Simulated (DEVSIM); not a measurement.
Device: double heterostructure, GaAs between p- and n-type Al0.4Ga0.6As, at 300 K.

```tsv
layer (left to right)	material	thickness (μm)	Nd (cm⁻³)	Na (cm⁻³)	τn (s)	τp (s)
1	Al0.4Ga0.6As	0.210	-	2.2e17	3.4e-10	3.4e-10
2	GaAs	0.200	7.5e14	-	3.4e-10	3.4e-10
3	Al0.4Ga0.6As	0.560	3.5e17	-	3.4e-10	3.4e-10
```

Left contact: ohmic. Right contact: ohmic. Voltage is applied to the left contact. Recombination: SRH at mid-gap, radiative, Auger. Mobility is μmin + (μ − μmin)/(1 + (N/Nref)^α).

Constants are typed, rounded textbook-type inputs, not results; the design itself was drawn at random and stands for no fabricated device. Values at 300 K.

```csv
parameter,Al0.4Ga0.6As,GaAs
gap (eV),1.9228,1.424
affinity (eV),3.754,4.07
permittivity,11.76,12.9
Nc (cm⁻³),7.93e17,4.7e17
Nv (cm⁻³),9e18,9e18
μn (cm²/Vs),3220,8500
μp (cm²/Vs),158,400
"μn,min",500,500
"μp,min",20,20
"Nref,n",6e16,6e16
"Nref,p",1.5e17,1.5e17
αn,0.39,0.39
αp,0.38,0.38
B (cm³/s),2e-10,2e-10
Cn (cm⁶/s),1e-30,1e-30
Cp (cm⁶/s),1e-30,1e-30
```

Model (solved in DEVSIM): 1D drift-diffusion, Boltzmann statistics, complete ionisation; no tunnelling, impact ionisation, image-force lowering or self-heating. Band offsets follow the typed affinities; no thermionic-emission limit at abrupt steps, no polarisation charge.

Base results: dark forward voltage at 100 A/cm² (V) 1.206; dark forward voltage at 1 A/cm² (V) 1.008.

### Question
What follows from this one change: minority lifetime in layer 2 3.4e-10 → 3.4e-09 s?

### Answer
dark forward voltage at 100 A/cm² 1.206 → 1.279 V; dark forward voltage at 1 A/cm² 1.008 → 1.060 V.

### Question
What follows from this one change: thickness of layer 2 0.2 → 0.34 μm?

### Answer
dark forward voltage at 100 A/cm² 1.206 → 1.177 V; dark forward voltage at 1 A/cm² 1.008 → 0.977 V.
